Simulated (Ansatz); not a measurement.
ZnS (P3m1, No. 156, 32 atoms in the cell; start mp-556950; a measured phase of this formula has another space group) was calculated with PBE0 in Ansatz (PAW).

Numerical settings: plane-wave cutoff 460 eV, 6×6×1 k mesh (along the axes of the cell as run), Fermi–Dirac smearing 0.01 eV, scalar-relativistic PAW data made under PBE.

Cell (relaxed with PBEsol):

```cif
data_S16Zn16
_chemical_formula_sum 'Zn16 S16'
_space_group_name_H-M_alt 'P3m1'
_space_group_IT_number 156
_space_group_name_Hall 'P 3 -2"'
_cell_length_a 3.78602
_cell_length_b 3.78602
_cell_length_c 49.52376
_cell_angle_alpha 90.000
_cell_angle_beta 90.000
_cell_angle_gamma 120.000
loop_
_atom_site_label
_atom_site_type_symbol
_atom_site_symmetry_multiplicity
_atom_site_Wyckoff_symbol
_atom_site_fract_x
_atom_site_fract_y
_atom_site_fract_z
_atom_site_occupancy
Zn1 Zn 1 b 0.33333 0.66667 0.62500 1
Zn2 Zn 1 c 0.66667 0.33333 0.12501 1
Zn3 Zn 1 a 0.00000 0.00000 0.43746 1
Zn4 Zn 1 b 0.33333 0.66667 0.06257 1
Zn5 Zn 1 c 0.66667 0.33333 0.50001 1
Zn6 Zn 1 b 0.33333 0.66667 0.24992 1
Zn7 Zn 1 c 0.66667 0.33333 0.31246 1
Zn8 Zn 1 a 0.00000 0.00000 0.81255 1
Zn9 Zn 1 c 0.66667 0.33333 0.68755 1
Zn10 Zn 1 a 0.00000 0.00000 0.18747 1
Zn11 Zn 1 b 0.33333 0.66667 0.37503 1
Zn12 Zn 1 b 0.33333 0.66667 0.93746 1
Zn13 Zn 1 a 0.00000 0.00000 0.56257 1
Zn14 Zn 1 c 0.66667 0.33333 0.87501 1
Zn15 Zn 1 b 0.33333 0.66667 0.75011 1
Zn16 Zn 1 a 0.00000 0.00000 0.00001 1
S1 S 1 a 0.00000 0.00000 0.23430 1
S2 S 1 b 0.33333 0.66667 0.29675 1
S3 S 1 c 0.66667 0.33333 0.35938 1
S4 S 1 c 0.66667 0.33333 0.54692 1
S5 S 1 b 0.33333 0.66667 0.10938 1
S6 S 1 c 0.66667 0.33333 0.73446 1
S7 S 1 b 0.33333 0.66667 0.98429 1
S8 S 1 c 0.66667 0.33333 0.92184 1
S9 S 1 a 0.00000 0.00000 0.85938 1
S10 S 1 b 0.33333 0.66667 0.67183 1
S11 S 1 a 0.00000 0.00000 0.48429 1
S12 S 1 b 0.33333 0.66667 0.79692 1
S13 S 1 a 0.00000 0.00000 0.60938 1
S14 S 1 a 0.00000 0.00000 0.04692 1
S15 S 1 c 0.66667 0.33333 0.17184 1
S16 S 1 b 0.33333 0.66667 0.42184 1
```

Task: Estimate the band gap that the calculation returns.

Result: 
- band gap: 4.14 eV (on the SCF k mesh)

Note: cell and atoms aren't relaxed at this level (pressure 2.9 GPa).

The computed numbers hold no vibrational or temperature effects.

A start named mp-… is a Materials Project structure, which need not be a measured phase.

Ansatz is a first-principles code.
